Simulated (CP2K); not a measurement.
**CP2K run on KCdF3 (Pm-3m, 5 atoms in the cell): self-consistent single point**

Method of the run: PBEsol, GPW, DZVP-MOLOPT-SR-GTH basis, GTH-PBE potentials (GTH_POTENTIALS) run with CP2K.

Input as run:

```
&GLOBAL
  PROJECT scf
  RUN_TYPE ENERGY_FORCE
  PRINT_LEVEL MEDIUM
&END GLOBAL
&FORCE_EVAL
  METHOD Quickstep
  STRESS_TENSOR ANALYTICAL
  &DFT
    BASIS_SET_FILE_NAME BASIS_MOLOPT
    POTENTIAL_FILE_NAME GTH_POTENTIALS
    &QS
      METHOD GPW
      EPS_DEFAULT 1E-10
    &END QS
    &MGRID
      CUTOFF 550
      REL_CUTOFF 60
      NGRIDS 5
    &END MGRID
    &SCF
      SCF_GUESS ATOMIC
      EPS_SCF 1E-7
      MAX_SCF 100
      ADDED_MOS 8
      &DIAGONALIZATION
        ALGORITHM STANDARD
      &END DIAGONALIZATION
      &MIXING
        METHOD BROYDEN_MIXING
        ALPHA 0.2
        NBUFFER 8
        BETA 1.5
      &END MIXING
      &SMEAR ON
        METHOD FERMI_DIRAC
        ELECTRONIC_TEMPERATURE [K] 580.23
      &END SMEAR
    &END SCF
    &KPOINTS
      SCHEME MONKHORST-PACK 6 6 6
      GAMMA_CENTERED T
    &END KPOINTS
    &XC
      &XC_FUNCTIONAL
        &PBE
          PARAMETRIZATION PBESOL
        &END PBE
      &END XC_FUNCTIONAL
    &END XC
    &PRINT
      &MO
        EIGENVALUES T
        OCCUPATION_NUMBERS T
        NDIGITS 8
        FILENAME mo
        &EACH
          QS_SCF 0
        &END EACH
        ADD_LAST NUMERIC
      &END MO
      &MULLIKEN ON
      &END MULLIKEN
    &END PRINT
  &END DFT
  &SUBSYS
    &CELL
      A 4.38209000 0.00000000 0.00000000
      B 0.00000000 4.38209000 0.00000000
      C 0.00000000 0.00000000 4.38209000
      PERIODIC XYZ
    &END CELL
    &COORD
      K        0.00000000     0.00000000     0.00000000
      Cd       2.19104500     2.19104500     2.19104500
      F        0.00000000     2.19104500     2.19104500
      F        2.19104500     0.00000000     2.19104500
      F        2.19104500     2.19104500     0.00000000
    &END COORD
    &KIND K
      BASIS_SET DZVP-MOLOPT-SR-GTH-q9
      POTENTIAL GTH-PBE-q9
    &END KIND
    &KIND Cd
      BASIS_SET DZVP-MOLOPT-SR-GTH-q12
      POTENTIAL GTH-PBE-q12
    &END KIND
    &KIND F
      BASIS_SET DZVP-MOLOPT-SR-GTH-q7
      POTENTIAL GTH-PBE-q7
    &END KIND
  &END SUBSYS
  &PRINT
    &FORCES ON
    &END FORCES
    &STRESS_TENSOR ON
    &END STRESS_TENSOR
  &END PRINT
&END FORCE_EVAL
```

Output (repeated stretches shortened):

```
 GLOBAL| Method name                                                        CP2K
 GLOBAL| Project name                                                        scf
 GLOBAL| Run type                                                   ENERGY_FORCE

 CELL| Volume [angstrom^3]:                                            84.148016
 CELL| Vector a [angstrom]:       4.382     0.000     0.000   |a| =     4.382090
 CELL| Vector b [angstrom]:       0.000     4.382     0.000   |b| =     4.382090
 CELL| Vector c [angstrom]:       0.000     0.000     4.382   |c| =     4.382090
 CELL| Angle (b,c), alpha [degree]:                                    90.000000
 CELL| Angle (a,c), beta  [degree]:                                    90.000000
 CELL| Angle (a,b), gamma [degree]:                                    90.000000
 CELL| Numerically orthorhombic:                                             YES
 CELL| Periodicity                                                           XYZ

 DFT| Spin restricted Kohn-Sham (RKS) calculation                            RKS
 DFT| Multiplicity                                                             1
 DFT| Number of spin states                                                    1
 DFT| Charge                                                                   0
 DFT| XC density smoothing                                                  NONE
 DFT| XC derivatives                                                          PW

 QS| Method:                                                                 GPW
 QS| Density plane wave grid type                        NON-SPHERICAL FULLSPACE
 QS| Number of grid levels:                                                    5
 QS| Density cutoff [a.u.]:                                                275.0
 QS| Multi grid cutoff [a.u.]: 1) grid level                               275.0
   [... lines left out ...]
 BRILLOUIN| Wavefunction type                                            COMPLEX
 BRILLOUIN| List of Kpoints [2 Pi/Bohr]                                      112
 BRILLOUIN| Number           Weight            X              Y              Z
 BRILLOUIN|     1           0.00926       -0.33333       -0.33333       -0.33333
 BRILLOUIN|     2           0.00926       -0.33333       -0.33333       -0.16667
 BRILLOUIN|     3           0.00926       -0.33333       -0.33333        0.00000
   [... 109 lines left out ...]
 *******************************************************************************

 Extrapolation method: initial_guess

 Re-scaling the density matrix to get the right number of electrons
                  # Electrons              Trace(P)               Scaling factor
                           42                42.000                        1.000

 Number of electrons:                                                         42
 Number of occupied orbitals:                                                 21
 Number of molecular orbitals:                                                29

 Number of orbital functions:                                                 78
 Number of independent orbital functions:                                     78
 SCF WAVEFUNCTION OPTIMIZATION

  Step     Update method      Time    Convergence         Total energy    Change
     1 NoMix/Diag. 0.20E+00      -     1.84870718      -146.8273541829 -1.47E+02
     2 Broy./Diag. 0.20E+00      -     0.02782140      -142.5027630405  4.32E+00
     3 Broy./Diag. 0.20E+00      -     0.06149389      -145.0608966176 -2.56E+00
     4 Broy./Diag. 0.20E+00      -     0.01195865      -147.1926759207 -2.13E+00
     5 Broy./Diag. 0.20E+00      -     0.02366801      -146.4985711192  6.94E-01
     6 Broy./Diag. 0.20E+00      -     0.00262693      -146.9252072210 -4.27E-01
     7 Broy./Diag. 0.20E+00      -     0.00741221      -146.8692490456  5.60E-02
   [... 9 lines left out ...]
    17 Broy./Diag. 0.20E+00      -     0.00000377      -146.8675122112  1.78E-05
    18 Broy./Diag. 0.20E+00      -     0.00000277      -146.8675313709 -1.92E-05
    19 Broy./Diag. 0.20E+00      -     0.00000060      -146.8675346430 -3.27E-06
    20 Broy./Diag. 0.20E+00      -     0.00000094      -146.8675240561  1.06E-05
    21 Broy./Diag. 0.20E+00      -     0.00000008      -146.8675197253  4.33E-06
  *** SCF run converged in    21 steps ***

  Electronic density on regular grids:        -41.9999999974        0.0000000026
  Core density on regular grids:               41.9999999977       -0.0000000023
  Total charge density on r-space grids:        0.0000000003
  Total charge density g-space grids:           0.0000000003

  Overlap energy of the core charge distribution:               0.00000000028645
  Self energy of the core charge distribution:               -323.91903898391422
  Core Hamiltonian energy:                                     92.00738847874439
  Hartree energy:                                             109.74850393257006
  Exchange-correlation energy:                                -24.70437315293690
  Electronic entropic energy:                                  -0.00000000000031
  Fermi energy:                                                 0.10060393381531

  Total energy:                                              -146.86751972525056
  Total energy (extrapolated to T->0):                       -146.86751972525042

                     Mulliken Population Analysis

 #  Atom  Element  Kind  Atomic population                           Net charge
       1     K        1          8.121865                              0.878135
       2     Cd       2         11.017236                              0.982764
       3     F        3          7.620300                             -0.620300
       4     F        3          7.620300                             -0.620300
       5     F        3          7.620300                             -0.620300
 # Total charge                             42.000000                  0.000000

 ENERGY| Total FORCE_EVAL ( QS ) energy [hartree]           -146.867519242749836

 FORCES| Atomic forces [hartree/bohr]
 FORCES|   Atom     x               y               z               |f|
 FORCES|      1  3.55179936E-10  3.55174578E-10  3.55180922E-10   6.15187170E-10
 FORCES|      2 -5.68250979E-10 -5.68257656E-10 -5.68256482E-10   9.84246599E-10
 FORCES|      3  6.37112597E-10 -3.88783742E-10 -3.88696594E-10   8.41516668E-10
 FORCES|      4 -3.89107515E-10  6.37119573E-10 -3.89144016E-10   8.41878301E-10
 FORCES|      5 -3.88813126E-10 -3.88728568E-10  6.37221626E-10   8.41627559E-10
 FORCES| Sum    -3.53879087E-10 -3.53475816E-10 -3.53694545E-10
 FORCES| Total atomic force                                       6.12597250E-10

 STRESS| Analytical stress tensor [bar]
 STRESS|                        x                   y                   z
 STRESS|      x        1.79521272005E+04   9.49818694918E-05   9.49817069238E-05
 STRESS|      y        9.49818694918E-05   1.79520911577E+04   9.49812257483E-05
 STRESS|      z        9.49817069238E-05   9.49812257483E-05   1.79521272004E+04
 STRESS| 1/3 Trace                                             1.79521151862E+04
```

The run converged in 21 iterations.

The starting cell comes from a database of computed structures (which also holds hypothetical and non-ambient phases and stackings), without a prior relaxation at this level. Values carry the incompleteness of an atom-centred basis. The potentials were made for another functional than the one used.
